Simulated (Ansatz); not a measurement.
Output of an Ansatz run (abridged):

```
WARN ansatz: RAYON_NUM_THREADS=1 ignored (pool sized by the plan → 1); use --threads N
basis.fft_grid_basis auto: the FFT boxes are laid along the combinations [[1, 0, 1], [0, 1, 1], [0, 0, 1]] of the cell's own vectors, 3.794, 3.794 and 5.439 Å …
Pseudopotentials: kind: paw
Pseudopotential: Sc, paw, valence charge 11
Pseudopotential: Si, paw, valence charge 4
Pseudopotential: Ni, paw, valence charge 18
Crystal: 5 atoms, lattice volume = 68.097 Å³
Basis set: ecut = 420 eV, 1323 PW (Γ), FFT grids on a1+a3, a2+a3, a3, exchange–correlation on 54×54×80 points (8 copies of the dense FFT grid, shifted against one another)
Bands: 33, of which v1, the nominal top of the filled ones, is band 28 counted from 1 (27 counted from 0)
Symmetry: 8 space group operations
Space group: I4mm (ITA 107), of the structure as read, at distance tolerance 4.1e-5 Å
k-points: 163 of 1728 (time reversal used)
PAW frozen core: Sc, regenerated for the run's functional, and the local potential with it
PAW frozen core: Si, regenerated for the run's functional, and the local potential with it
PAW frozen core: Ni, regenerated for the run's functional, and the local potential with it
Initial density: superposition of atomic densities (neutral atoms: chi_scale 0, normalization atom), corrected by the library's trained network
Initial wavefunctions: pseudopotential atomic-orbital guess
Eigensolver: davidson
Functional: x = pbesol(κ = 0.804, μ = 0.12345679012345678), c = pbesol(β = 0.046)
SCF iter   1: F=—  HF=-14968.657075 eV  |F-HF|=—  |Δ(HF+E_count)|=         —  Δρ=1.71e-2  dr2=1.38e-1  ethr=1.77e-3  ⟨swp⟩=5.5  Hψ=20957  notcnv=0
all-band conjugate gradients solve this SCF's bands
preconditioner: auto → Kerker (q_TF=auto, 2.633 Å⁻¹)
SCF iter   2: F=—  HF=-14968.643123 eV  |F-HF|=—  |Δ(HF+E_count)|=   1.40e-2  Δρ=2.80e-3  dr2=6.80e-3  ethr=2.51e-4  ⟨swp⟩=2.8  Hψ=9868  notcnv=0
SCF iter   3: F=—  HF=-14968.642433 eV  |F-HF|=—  |Δ(HF+E_count)|=   6.90e-4  Δρ=1.28e-3  dr2=1.94e-3  ethr=1.24e-5  ⟨swp⟩=1.1  Hψ=5399  notcnv=0
SCF iter   4: F=—  HF=-14968.642135 eV  |F-HF|=—  |Δ(HF+E_count)|=   2.97e-4  Δρ=2.52e-4  dr2=6.75e-5  ethr=3.53e-6  ⟨swp⟩=2.2  Hψ=7247  notcnv=0
SCF iter   5: F=—  HF=-14968.642112 eV  |F-HF|=—  |Δ(HF+E_count)|=   2.38e-5  Δρ=5.63e-5  dr2=2.56e-6  ethr=1.23e-7  ⟨swp⟩=2.0  Hψ=8631  notcnv=0
SCF iter   6: F=—  HF=-14968.642112 eV  |F-HF|=—  |Δ(HF+E_count)|=   6.14e-7  Δρ=2.22e-5  dr2=4.12e-7  ethr=4.65e-9  ⟨swp⟩=2.3  Hψ=8796  notcnv=0
SCF iter   7: F=-14968.642112 eV  HF=-14968.642112 eV  |F-HF|=1.08e-8  |Δ(HF+E_count)|=   5.56e-8  Δρ=4.74e-6  dr2=1.79e-8  ethr=1.82e-10  ⟨swp⟩=4.7  Hψ=21259  notcnv=0
SCF 1 converged in 7 iterations: F = -14968.642112 eV  dr2 = 1.79e-8
SCF converged after 7 iterations
Free energy (F): -14968.642112 eV
Harris-Foulkes:  -14968.642112 eV  (|F-HF|=1.08e-8)
Internal energy: -14968.535757 eV  (E = F + TS)
E sigma→0 (E₀):  -14968.588935 eV
Entropy (-TS):   -0.106355 eV (-21.271 meV/atom)
Fermi energy:    13.538415 eV
--- Per-component energies (eV) ---
  E_band       = -806.310096
  E_kinetic    = 920.053728
  E_local      = -10267.989220  (includes V_loc(G=0)·N_el)
  E_nonlocal   = 1405.944386
  E_hartree    = 4377.107474
  E_xc         = -388.270271
  E_vxc        = -449.555915  (∫ρ·V_xc dr)
  E_paw        = -5120.198468  (= ΣΔE_a)
  E_vpaw       = -1168.976588  (= ΣTr[D̂ρ^β])
  E_aug_tail   = 0.001010  (compensation charges beyond the density's cutoff)
  E_ewald      = -5895.771120
  E_core_change = 0.586724  (= ΣΔE_core)
  E_smearing   = -0.106355  (= −TS)
  E_closure    = -0.000000  (closes the sum)
  Σ components = -14968.642112   (vs F -14968.642112, Δ=0.00e0)
--- Forces (eV/Å), atoms counted from 1 ---
  atom   1  Sc    -0.00000000    -0.00000000    -0.25466013
  atom   2  Si     0.00000000     0.00000000     0.05551651
  atom   3  Si    -0.00000000    -0.00000000     0.05616595
  atom   4  Ni    -0.00000000     0.00000000     0.07148776
  atom   5  Ni     0.00000000    -0.00000000     0.07148776
  max |Σ_I F_I| component: 2.16e-6 eV/Å
--- Stress (GPa, compression-positive) ---
       -1.014957      -0.000000      -0.000000
       -0.000000      -1.014957       0.000000
       -0.000000       0.000000       0.512186
  P = ⅓ Tr σ = -0.5059 GPa (-5.059 kbar)
  The stress holds the Pulay correction. Without it, at fixed plane waves, as pw.x and ABINIT print it: P = -0.5502 GPa
--- Band table (eV; the first three rows and the last of 163) ---
  k-point 0: bands = ["-89.6429", "-89.6348", "-50.2219", "-50.2219", "-50.1857", "-50.1760", "-50.1728", "-50.1728", "-35.6497", "-14.4016", "-14.3520", "-14.3520", "2.0122", "6.7588", "7.4919", "9.7988", "9.7988", "10.1281", "10.3190", "11.2471", [...]
  k-point 1: bands = ["-89.6427", "-89.6350", "-50.2223", "-50.2184", "-50.1853", "-50.1764", "-50.1763", "-50.1725", "-35.6492", "-14.4008", "-14.3560", "-14.3553", "2.1438", "6.7461", "7.6008", "9.6292", "9.8155", "10.1978", "10.3244", "10.9922", [...]
  k-point 2: bands = ["-89.6419", "-89.6358", "-50.2234", "-50.2089", "-50.1862", "-50.1844", "-50.1772", "-50.1716", "-35.6480", "-14.3987", "-14.3664", "-14.3643", "2.5205", "6.7221", "7.8683", "9.2807", "9.8603", "10.2475", "10.3221", "10.3636", [...]
  k-point 162: bands = ["-89.6429", "-89.6348", "-50.2219", "-50.2219", "-50.1857", "-50.1760", "-50.1729", "-50.1729", "-35.6495", "-14.4060", "-14.3519", "-14.3519", "3.5165", "3.5469", "8.6145", "9.8933", "9.8933", "10.1640", "10.5214", [...]
```

The structure:

```xyz
5
Lattice="-1.8970 1.8970 4.7309 1.8970 -1.8970 4.7309 1.8970 1.8970 -4.7309" Properties=species:S:1:pos:R:3 pbc="T T T"
Sc     0.0000     0.0000     0.0500
Si     0.0000     0.0000     5.8858
Si     0.0000     0.0000     3.5760
Ni     1.8970     0.0000     2.3655
Ni     0.0000     1.8970     2.3655
```

### Question
Reconstruct the input of this run.

### Answer
Other spellings and defaults could give the same log, and not every line can be read from it. The input that was run (DFT, PBEsol, plane waves, default PAW files made with PBE):

Ansatz 0.2 input:
```yaml
crystal:
  lattice:
    - [-1.896982, 1.896982, 4.730905]
    - [1.896982, -1.896982, 4.730905]
    - [1.896982, 1.896982, -4.730905]
  atoms:
    - { symbol: Sc, position: [0.005284, 0.005284, 0.000000] }
    - { symbol: Si, position: [0.622060, 0.622060, 0.000000] }
    - { symbol: Si, position: [0.377940, 0.377940, 0.000000] }
    - { symbol: Ni, position: [0.250000, 0.750000, 0.500000] }
    - { symbol: Ni, position: [0.750000, 0.250000, 0.500000] }
basis:
  ecutwfc: 420.0
kpoints:
  mp_grid:
    grid: [12, 12, 12]
hamiltonian:
  xc: pbesol
  pseudopotentials:
    kind: paw
scf:
  occupations:
    method: fermi_dirac
    width: 0.1
output:
  forces: true
  eigenvalues: true
  stress: true
```

The starting cell comes from a database of computed structures (which also holds hypothetical and non-ambient phases and stackings), without a prior relaxation at this level. Its lattice was rescaled by up to half a per cent. One atom was moved a little off its site on purpose. Spin polarisation is off. Ansatz's pressure includes its estimate of the finite-basis (Pulay) stress.

Ansatz is a program for electronic structure.
